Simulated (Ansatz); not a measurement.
Fermi-surface data of WC under load (space group P-6m2)

Data:

```yaml
crystal:
  lattice:
    - [2.89774, 0.00000, 0.00000]
    - [-1.44887, 2.50952, 0.00000]
    - [0.00000, 0.00000, 2.83437]
  atoms:
    - { symbol: W, position: [0.00000, 0.00000, 0.00000] }
    - { symbol: C, position: [0.66667, 0.33333, 0.50000] }
```

Computed with PBEsol, rigid bands (plane waves, PAW, scalar-relativistic; Ansatz, a quantum-chemistry and plane-wave program). Condition of this run: uniaxial stress zz = -2 GPa (compression positive) (the target of the relaxation). Geometry: cell and atoms relaxed with PBEsol, then loaded as said.

density of states at the Fermi level: 0.298 states/(eV·cell), both spins
bare Sommerfeld coefficient: 0.35 mJ/(mol of atoms·K²)
Drude plasma energy: 3.3 eV
root-mean-square Fermi velocity: 5.4e5 m/s
resistivity times τ: 45 ×10⁻²² Ω·m·s

A metal at this level (no band gap); rigid bands, thermally averaged at 300 K, both spins. Spin-orbit coupling is left out, which matters with elements this heavy. τ is one relaxation time for all states.
